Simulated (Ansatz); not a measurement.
Functionals compared on NH3 on the 1x1 (10-10) surface of wurtzite ZnO (cut with top plane O + Zn), one in a 2x1 cell, started at the site 'top O', in Ansatz (plane waves, PAW). The structure was relaxed with PBE; the other rows are single points on it, each with its references at the same level. Cutoff 420 eV (500 eV for r2SCAN). HSE06 used the coarser mesh 3x3x1.

Host crystal: wurtzite ZnO, with a band gap (PBE, scalar-relativistic without spin-orbit coupling).

Model: 36-atom slab, 9.4 Å thick at the start under the adsorbate (thin: gaps and levels are the slab's own), 3x4x1 mesh, Fermi-Dirac 0.01 eV, dipole correction, 16 atoms held, the rest relaxed; no symmetry held; no spin, no spin-orbit, no U, no dispersion correction. At the end it is bonded to Zn. In PBE it is, or lies within 0.03 eV of, the lowest of the starts that converged. These notes are the PBE run's. Adsorption energies are against NH3(g). A negative adsorption energy means that the adsorbate is more stable on the surface than in its reference.

```tsv
functional	adsorption energy (eV)	rough cost of the single point
PBE	-1.03	–
RPBE	-0.79	around 3 core-minutes (rough)
r2SCAN	-1.17	very roughly 6 core-minutes
HSE06	-1.05	roughly 80 core-minutes
```

Ansatz is a quantum-chemistry and plane-wave program.
